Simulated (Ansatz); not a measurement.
Seebeck coefficient (μV/K, mean over directions) of p-type MgS (Fm-3m) against carrier density, Ansatz (an electronic-structure program) with PBEsol, rigid bands. Computed gap 2.73 eV; densities at which minority carriers matter at this gap, or further valleys turn the trend, are left out. Conductivity mass 1.00 mₑ (harmonic mean over directions), N_v = 1.8e20 cm⁻³ at 300 K.

```json
[
 {"hole density": "1e16 cm⁻³", "300 K": "1054", "500 K": "1117"},
 {"hole density": "1e17 cm⁻³", "300 K": "855", "500 K": "919"},
 {"hole density": "1e18 cm⁻³", "300 K": "657", "500 K": "720"},
 {"hole density": "3e18 cm⁻³", "300 K": "562", "500 K": "626"},
 {"hole density": "1e19 cm⁻³", "300 K": "459", "500 K": "522"},
 {"hole density": "3e19 cm⁻³", "300 K": "365", "500 K": "428"},
 {"hole density": "1e20 cm⁻³", "300 K": "(withheld)", "500 K": "(withheld)"},
 {"hole density": "3e20 cm⁻³", "300 K": "177", "500 K": "(withheld)"},
 {"hole density": "1e21 cm⁻³", "300 K": "96", "500 K": "143"}
]
```

Question: Fill in the missing entries.

Answer: 
- 1e20 cm⁻³, 300 K: 264
- 1e20 cm⁻³, 500 K: 325
- 3e20 cm⁻³, 500 K: 234

Rigid bands with a gap fixed in temperature, one relaxation time for all states, no polarons or phonon drag, and whether or not such doping can be reached. Spin-orbit coupling is left out; where it splits the top of the valence band, N_v and the p-type Seebeck coefficient come out somewhat high without it.
